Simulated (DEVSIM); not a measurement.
System: abrupt Si p-n junction, at 350 K.

Layer 1 from the left is Si, thickness (μm) 0.420, Na (cm⁻³) 1.4e17, τn (s) 0.0001, τp (s) 0.0001. Layer 2 from the left is Si, thickness (μm) 6.90, Nd (cm⁻³) 1.6e15, τn (s) 0.0001, τp (s) 0.0001.

Left contact: ohmic. Right contact: ohmic. Voltage is applied to the left contact. Recombination: SRH at mid-gap, Auger. Mobility is μmin + (μ − μmin)/(1 + (N/Nref)^α).

Constants are typed, rounded textbook-type inputs, not results; the design itself was drawn at random and stands for no fabricated device. Values at 300 K; Nc and Nv go as T^1.5, mobilities as T to minus their exponent, the gap by Varshni's rule with the affinity fixed.

Si: gap (eV) 1.124, affinity (eV) 4.05, permittivity 11.7, Nc (cm⁻³) 2.86e19, Nv (cm⁻³) 3.1e19, μn (cm²/Vs) 1417, μp (cm²/Vs) 470, μn,min 52, μp,min 45, Nref,n 9.7e16, Nref,p 2.2e17, αn 0.68, αp 0.72, T exponent of μn 2.3, T exponent of μp 2.2, Cn (cm⁶/s) 2.8e-31, Cp (cm⁶/s) 9.9e-32, Varshni α (eV/K) 0.000473, Varshni β (K) 636.

Simulated with DEVSIM: 1D drift-diffusion, Boltzmann statistics, complete ionisation; no tunnelling, impact ionisation, image-force lowering or self-heating.

Question: What does the simulation give for the largest field in the device at zero bias, the potential step across the device at zero bias?

Answer: largest field in the device at zero bias 26000 V/cm; potential step across the device at zero bias 0.639 V.
